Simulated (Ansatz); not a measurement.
**GaN (model structure, started from the BeO type, P4₂/mnm, No. 136, 8 atoms in the cell)**

Calculation: r²SCAN+rVV10 in Ansatz (plane waves, PAW).

Settings: plane-wave cutoff 560 eV, 6×6×10 k mesh (along the axes of the cell as run), Fermi–Dirac smearing 0.01 eV, scalar-relativistic PAW data made under PBE.

Cell (relaxed at this level):

Space group P4₂/mnm (No. 136); a = 5.454 Å, b = 5.454 Å, c = 3.179 Å, α = 90.00°, β = 90.00°, γ = 90.00°

```csv
atom,site,symmetry,x,y,z
Ga,4g,m.2m,0.1792,0.1792,0.5000
N,4f,m.2m,0.3170,0.3170,0.0000
```

```json
{
 "band_gap": "2.34 eV (on the SCF k mesh)"
}
```

Note: the relaxation could raise the start's symmetry but not lower it, so the cell can be a saddle point.

Spin–orbit coupling is not included.

It cost about 4 core-minutes (a rough figure) of CPU time.

A model structure was made by putting elements into a prototype or built by hand; it is no filed structure, need not be a known phase, and can be a saddle point held by its symmetry.

Ansatz is a first-principles code.
